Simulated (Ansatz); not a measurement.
By PBEsol, the system below comes out a metal.

Without scattering a metal conducts by its projected Fermi surface.

Consider the following.

```
CELL_PARAMETERS angstrom
      2.78823     0.00000     0.00000
     -1.39411     2.41468     0.00000
      1.39411     0.80489     2.27658
ATOMIC_POSITIONS crystal
  Pt 0.00000 0.00000 0.00000
```

The cell is taken as given; by PBEsol it stands under a pressure of -5.2 GPa.

The current flows along the normal of the first two printed cell vectors, the (111) plane of the conventional cell. No spin-orbit coupling; the value is a mean over 0.1 eV about the Fermi level.

Question: State the ballistic conductance per area according to PBEsol (Ansatz, a first-principles code).

Answer: 2.0 × 10¹⁵ S/m² for both spins.
